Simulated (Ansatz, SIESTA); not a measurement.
## One structure in several programs: NiPt3 (P1, 4 atoms in the cell)

Self-consistent single point, at a second geometry (atoms moved at random). First geometry:

```
CELL_PARAMETERS angstrom
      3.83846     0.00000     0.00000
      0.00000     3.83846     0.00000
      0.00000     0.00000     3.83846
ATOMIC_POSITIONS crystal
  Ni 0.00000 0.00000 0.00000
  Pt 0.00000 0.50000 0.50000
  Pt 0.50000 0.00000 0.50000
  Pt 0.50000 0.50000 0.00000
```
Moments meant for the start (each program seeds them in its own way; μB, in the order of the atoms Ni Pt Pt Pt): 2.0 0.0 0.0 0.0.

Second geometry:
```xyz
4
Lattice="3.8385 0.0000 0.0000 0.0000 3.8385 0.0000 0.0000 0.0000 3.8385" Properties=species:S:1:pos:R:3 pbc="T T T"
Ni     0.0059    -0.0120     0.0290
Pt    -0.0003     1.9080     1.9068
Pt     1.8808     0.0268     1.8469
Pt     1.9521     1.9156     0.0558
```
Moments meant for the start (each program seeds them in its own way; μB, in the order of the atoms Ni Pt Pt Pt): 2.0 0.0 0.0 0.0.

Shared settings, as Ansatz (a program for electronic structure) writes them: kpoints.mp_grid.grid = 9 9 9; scf.occupations.method = gaussian; scf.occupations.width = 0.1 eV. Potentials and cutoffs stand in the table.

```csv
code,model,ΔF from the first geometry (meV/atom),pressure (GPa),largest force (eV/Å),size of the net moment (μB/atom),cutoff
Ansatz,"PBEsol, PAW files made with PBE",33.2,-1.16,1.733,0.32,default
SIESTA,"GGA PBEsol, numerical atomic orbitals TZP, PseudoDojo PBEsol standard norm-conserving potentials (rewritten from UPF to PSML)",38.9,-0.88,2.072,0.34,grid 400 Ry
```

Size of the force on each atom (eV/Å): Sizes of forces hide their directions.

| code | Ni1 | Pt2 | Pt3 | Pt4 |
|---|---|---|---|---|
| Ansatz | 0.484 | 0.823 | 1.585 | 1.733 |
| SIESTA | 0.564 | 1.006 | 1.869 | 2.072 |

On Ansatz's run: spin-orbit coupling is off. With one magnetic atom in the cell only a parallel order is possible.

The spread over the programs that give each value: ΔF from the first geometry within 5.7 meV/atom; pressure within 0.28 GPa; largest force within 0.339 eV/Å; size of the net moment within 0.02 μB/atom.

SIESTA uses small atom-centred bases, whose incompleteness enters pressures, forces and empty levels differently from a plane-wave cutoff. Ansatz's pressure is given at a fixed set of plane waves, as the other plane-wave codes print theirs; with its correction for the finite basis it is -1.08 GPa.

The starting cell comes from a database of computed structures (which also holds hypothetical and non-ambient phases and stackings), without a prior relaxation at this level. Its lattice was rescaled by a random factor within 2.5 % of one. For this run, on top of that: atoms moved at random.

Keys are those of Ansatz 0.2.
